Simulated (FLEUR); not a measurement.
FLEUR run on MnO2 (P4_2/mnm, 6 atoms in the cell): self-consistent single point.

Method: FLEUR with PBE, all-electron FLAPW (FLEUR), scalar-relativistic valence.

The change in words: lattice scaled by 0.98. Reference geometry:
```
CELL_PARAMETERS angstrom
      4.44442     0.00000     0.00000
      0.00000     4.44442     0.00000
      0.00000     0.00000     2.89575
ATOMIC_POSITIONS crystal
  Mn 0.00000 0.00000 0.00000
  Mn 0.50000 0.50000 0.50000
  O  0.30492 0.30492 0.00000
  O  0.69508 0.69508 0.00000
  O  0.19508 0.80492 0.50000
  O  0.80492 0.19508 0.50000
```
Moments meant for the start (each program seeds them in its own way; μB, in the order of the atoms Mn Mn O O O O): 4.0 4.0 0.0 0.0 0.0 0.0.

Reference input (self-consistent single point, DFT, PBE, all-electron FLAPW (FLEUR), scalar-relativistic valence): Kmax = 4.7 1/bohr; GmaxXC = 14.1 1/bohr; xcFunctional = pbe; jspins = 2; l_soc = F; mode = gauss; fermiSmearingEnergy = 0.00999582 Htr; mesh (inpgen div1-3) = 5 5 7; inpgen gamma flag = false; Gmax = 14.1 1/bohr; numbands = 0; maxIterBroyd = 15. This run's input differs from it in these lines:

```diff
@@ -3,5 +3,5 @@
 &input film=f /
-8.3987441417 0.0000000000 0.0000000000
-0.0000000000 8.3987441417 0.0000000000
-0.0000000000 0.0000000000 5.4721763151
+8.2307701659 0.0000000000 0.0000000000
+0.0000000000 8.2307701659 0.0000000000
+0.0000000000 0.0000000000 5.3627328266
 1.0
@@ -47,5 +47,5 @@
          <bravaisMatrix>
-            <row-1>    8.3987441416999999     0.0000000000000000     0.0000000000000000</row-1>
-            <row-2>    0.0000000000000000     8.3987441416999999     0.0000000000000000</row-2>
-            <row-3>    0.0000000000000000     0.0000000000000000     5.4721763150999996</row-3>
+            <row-1>    8.2307701658999992     0.0000000000000000     0.0000000000000000</row-1>
+            <row-2>    0.0000000000000000     8.2307701658999992     0.0000000000000000</row-2>
+            <row-3>    0.0000000000000000     0.0000000000000000     5.3627328266000003</row-3>
          </bravaisMatrix>
```

Output (repeated stretches shortened):

```
 Iteration:     1   Distance:      43.39581969 me/bohr^3
 Iteration:     2   Distance:      35.46128231 me/bohr^3
 Iteration:     3   Distance:      22.38084778 me/bohr^3
 Iteration:     4   Distance:      14.87264152 me/bohr^3
 Iteration:     5   Distance:      16.98863502 me/bohr^3
   [... 19 lines left out ...]
 Iteration:    25   Distance:       0.00009060 me/bohr^3
 Iteration:    26   Distance:       0.00003858 me/bohr^3
 Iteration:    27   Distance:       0.00001407 me/bohr^3
 Iteration:    28   Distance:       0.00000969 me/bohr^3
 Reset of history
 Run finished successfully
 Stop message:
   Structural relaxation: new displacements generated

[file out, last iteration]
             iter=     29
[...]
          total density-effective poten   -4.1431923528E+03
          total charge density-energy d   -1.3873943874E+02
 Updated energy parameters for spin:           1
 Updated energy parameters for spin:           2
[...]
 fermi energy and band-weighting factors:
    0.906498    0.909842

[...]
FERMIE:
          first approx. to ef    (T=0)  :   0.296923 htr   (energy of the highest occ. eigenvalue)
          number of occ. states  (T=0)  :       1296
          first approx. to seigv (T=0)  : -27.347747 htr
          sum of weights of occ. states :  54.000000
          sum of semicore charge        :   0.000000 e
   [... lines left out ...]
          total moment                 =     5.86636
 Direct bandgap for spin            1 :    1.6159901777185792E-002  Htr
 Direct bandgap for spin            2 :    1.1053332408338279E-002  Htr
 ---->    free energy=                     -2618.3050882321 htr
   [... lines left out ...]
SPIN-2 FORCE FOR ATOM TYPE=  2  X=  2.510   Y=  2.510   Z=  0.000      FX_SP = 0.002848 FY_SP = 0.002848 FZ_SP = 0.000000
 ***** TOTAL FORCES ON ATOMS *****
 TOTAL FORCE FOR ATOM TYPE=  1  X=  0.000   Y=  0.000   Z=  0.000
                       FX_TOT= 0.000000 FY_TOT= 0.000000 FZ_TOT= 0.000000
 TOTAL FORCE FOR ATOM TYPE=  2  X=  2.510   Y=  2.510   Z=  0.000
                       FX_TOT=-0.001555 FY_TOT=-0.001555 FZ_TOT= 0.000000
```

The run converged in 28 iterations. FLEUR gives forces in its relaxation mode, with a further iteration, so its stop message speaks of a relaxation. Against the reference run the total energy goes up by 23.4 meV/atom and the size of the net moment moves little (0.99 to 0.98 μB/atom).

The starting cell comes from a database of computed structures (which also holds hypothetical and non-ambient phases and stackings), without a prior relaxation at this level. Its lattice was rescaled by a random factor within 2.5 % of one. For this run, on top of that: lattice scaled by 0.98. The magnetic order is the one reached from the typed start; others were not searched systematically. Values depend on the basis (sphere radii, cutoffs, local orbitals), which need not be converged. The log's line on a gap gives a spacing of levels on this mesh, which the program prints for metals too.

Cost on one core of a shared machine: roughly 7 min.
